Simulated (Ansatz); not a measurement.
Consider Pb in the fcc (Cu type) structure (space group Fm-3m, No. 225; a = 4.991 Å).

Calculations: r2SCAN, PAW, 500 eV (Ansatz, a program for electronic structure; no spin-orbit coupling).

Base values:

The lattice parameter a is 4.991 Å.

Now apply this change: a negative pressure, −2 GPa.

### Question
What happens to the lattice parameter a?

### Answer
The lattice parameter a grows by 0.083 Å (4.991 Å → 5.074 Å).

Load acts through the strain it causes; cell and atoms are relaxed under it. No phonon test of stability was made.
